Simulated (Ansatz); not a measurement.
The starting structures come from a database of crystals and need not be the phases stable at ambient conditions.

By PBEsol, the system below comes out a metal.

Given:

```
CELL_PARAMETERS angstrom
      2.85843     0.00000     0.00000
     -1.42922     2.47547     0.00000
      1.42922     0.82516     2.38153
ATOMIC_POSITIONS crystal
  V  0.00000 0.00000 0.00000
  N  0.00000 0.50000 0.50000
```

Space group of this cell: R-3m. The cell is strained (lengths across the current scaled by 0.98, ions clamped); by PBEsol its mean pressure is 0.9 GPa.

The current flows along the normal of the first two printed cell vectors, the (111) (indices of the unstrained crystal) plane of the conventional cell. No spin-orbit coupling; the value is a mean over 0.1 eV about the Fermi level.

Task: Estimate the ballistic conductance per area that PBEsol (Ansatz, a first-principles code) returns for this system.

Result: 1.9 × 10¹⁵ S/m² for both spins.
